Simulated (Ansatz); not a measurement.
## Cost against accuracy: kpoints.mp_grid.grid for AlSiMo (P3_212, 9 atoms in the cell)

Cell: a = 4.7292 Å, b = 4.7292 Å, c = 6.5774 Å, α = 90.00°, β = 90.00°, γ = 120.00°.

Method of the run: PBEsol, default PAW files made with PBE (plane waves; Ansatz, an electronic-structure program).

Base settings: kpoints.mp_grid.grid = 8 8 5; hamiltonian.xc = pbesol; hamiltonian.pseudopotentials = {kind: paw} (the program's default PAW files); scf.occupations.method = cold; scf.occupations.width = 0.1 eV.

Misses are taken against the tightest run, 20 20 12, which need not be fully converged itself. The energy is the free energy per atom.

The count of work is k-points × plane waves × bands × iterations; it is no time, and leaves out set-up, grids and terms that scale otherwise. Core times come from one kind of shared machine and are given to one figure; runs under 30 s give none.

The starting cell comes from a database of computed structures (which also holds hypothetical and non-ambient phases and stackings), without a prior relaxation at this level. Spin polarisation is off. Ansatz's pressure includes its estimate of the finite-basis (Pulay) stress.

The runs (kpoints.mp_grid.grid): 1 1 1 | 2 2 1 | 2 2 2 | 3 3 2 | 4 4 3 | 5 5 3 | 6 6 4 | 7 7 4 | 8 8 5 | 9 9 6 | 11 11 7 | 13 13 8 | 16 16 10 | 20 20 12.

Which is the coarsest setting among those run that, with all tighter ones, holds the energy within 20 meV/atom of the reference, and what does it save?

3 3 2, off by 5.3 meV/atom; it needs 0.013 of the reference's count of work.

Which is the coarsest setting among those run that, with all tighter ones, holds the energy within 2 meV/atom of the reference, and what does it save?

6 6 4, off by 1.2 meV/atom; it needs 0.051 of the reference's count of work. The coarser 4 4 3 also lies inside, but a setting between leaves the range again, so that is luck.

What does the step from 1 1 1 to 3 3 2 buy?

It takes the miss in the energy from 90 to 5.3 meV/atom, for 4.0 times the count of work.

```csv
kpoints.mp_grid.grid,energy less reference (meV/atom),pressure less reference (GPa),largest difference in the force on any atom (eV/Å),count of work / reference,core time / reference (rough)
1 1 1,89.73,-0.58,1.102,0.0032,–
2 2 1,-67.53,-0.18,0.759,0.0042,–
2 2 2,-77.38,-0.72,0.178,0.0085,–
3 3 2,5.27,0.05,0.095,0.013,–
4 4 3,1.46,0.01,0.066,0.019,–
5 5 3,2.77,0.03,0.031,0.025,–
6 6 4,-1.17,-0.03,0.028,0.051,–
7 7 4,-0.27,-0.02,0.027,0.059,–
8 8 5,-0.68,-0.02,0.003,0.085,–
9 9 6,0.30,0.00,0.009,0.13,–
11 11 7,-0.13,0.00,0.003,0.20,–
13 13 8,-0.11,0.00,0.006,0.31,0.3
16 16 10,-0.07,0.00,0.002,0.56,0.6
20 20 12,0.00,0.00,0.000,1.0,1
```

Keys are those of Ansatz 0.2.
